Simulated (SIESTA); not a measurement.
Band structure of Ti2SnC (P6_3/mmc, 8 atoms in the cell).

```
CELL_PARAMETERS angstrom
      3.12262     0.00000     0.00000
     -1.56131     2.70427     0.00000
      0.00000     0.00000    13.48977
ATOMIC_POSITIONS crystal
  Ti 0.33333 0.66667 0.08134
  Ti 0.66667 0.33333 0.91866
  Ti 0.66667 0.33333 0.58134
  Ti 0.33333 0.66667 0.41866
  Sn 0.33333 0.66667 0.75000
  Sn 0.66667 0.33333 0.25000
  C  0.00000 0.00000 0.00000
  C  0.00000 0.00000 0.50000
```

Method: GGA PBEsol, numerical atomic orbitals DZP, PseudoDojo PBEsol standard norm-conserving potentials (rewritten from UPF to PSML) (SIESTA).

Settings: XC.functional = GGA; XC.authors = PBEsol; potentials = PseudoDojo PBEsol standard; PAO.BasisSize = DZP; PAO.EnergyShift = 0.01 Ry; MeshCutoff = 400 Ry; kgrid.MonkhorstPack = 8 8 2; OccupationFunction = FD; ElectronicTemperature = 0.05 eV; MaxSCFIterations = 150; SCF.Mixer.Method = Pulay; SCF.Mixer.Weight = 0.25; SCF.Mixer.History = 6; SCF.DM.Tolerance = 1.0E-04.

The starting cell comes from a database of computed structures (which also holds hypothetical and non-ambient phases and stackings), without a prior relaxation at this level. Its lattice was rescaled by a random factor within 2.5 % of one. Spin polarisation is off. Values carry the incompleteness of an atom-centred basis.

Levels in eV from the Fermi level, bands 39 to 44:
```csv
point,39,40,41,42,43,44
Γ,0.25,0.25,0.26,0.26,0.31,0.46
M,-2.24,-2.16,-1.76,-1.73,1.09,1.20
K,-3.02,-2.29,-2.04,-2.04,-0.76,0.65
A,0.25,0.25,0.25,0.25,0.40,0.40
L,-2.20,-2.20,-1.74,-1.74,1.32,1.32
H,-2.67,-2.67,-2.02,-2.02,-0.18,-0.18
```

Bands cross the Fermi level along this path, so the cell is metallic at this level.

Higher empty bands are left out: an atom-centred basis made for the valence describes them poorly.
